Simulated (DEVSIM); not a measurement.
Structure: Si p-i-n diode, at 300 K.

| layer (left to right) | material | thickness (μm) | Nd (cm⁻³) | Na (cm⁻³) | τn (s) | τp (s) |
|---|---|---|---|---|---|---|
| 1 | Si | 0.110 | - | 4e17 | 1.4e-5 | 1.4e-5 |
| 2 | Si | 24.0 | 9.8e12 | - | 1.4e-5 | 1.4e-5 |
| 3 | Si | 0.760 | 1.3e19 | - | 1.4e-5 | 1.4e-5 |

Left contact: ohmic. Right contact: ohmic. Voltage is applied to the left contact. Recombination: SRH at mid-gap, radiative, Auger. Gap narrowing is on: ΔEg = 6.92 meV × (l + √(l² + 0.5)), l = ln(N/1.3e17 cm⁻³), shared equally by both band edges. Mobility is μmin + (μ − μmin)/(1 + (N/Nref)^α).

Constants are typed, rounded textbook-type inputs, not results; the design itself was drawn at random and stands for no fabricated device. Values at 300 K.

| parameter | Si |
|---|---|
| gap (eV) | 1.124 |
| affinity (eV) | 4.05 |
| permittivity | 11.7 |
| Nc (cm⁻³) | 2.86e19 |
| Nv (cm⁻³) | 3.1e19 |
| μn (cm²/Vs) | 1417 |
| μp (cm²/Vs) | 470 |
| μn,min | 52 |
| μp,min | 45 |
| Nref,n | 9.7e16 |
| Nref,p | 2.2e17 |
| αn | 0.68 |
| αp | 0.72 |
| B (cm³/s) | 4.7e-15 |
| Cn (cm⁶/s) | 2.8e-31 |
| Cp (cm⁶/s) | 9.9e-32 |

DEVSIM, 1D drift-diffusion, Boltzmann statistics, complete ionisation; no tunnelling, impact ionisation, image-force lowering or self-heating.

Base results: dark forward voltage at 1 A/cm² (V) 0.606; dark forward voltage at 100 A/cm² (V) 0.771.

What follows from this one change: thickness of layer 2 24 → 41 μm?

dark forward voltage at 1 A/cm² 0.606 → 0.611 V; dark forward voltage at 100 A/cm² 0.771 → 0.794 V.

What follows from this one change: constant mobility in place of the doping-dependent one?

dark forward voltage at 1 A/cm² 0.606 → 0.582 V; dark forward voltage at 100 A/cm² little changed (0.770 V).
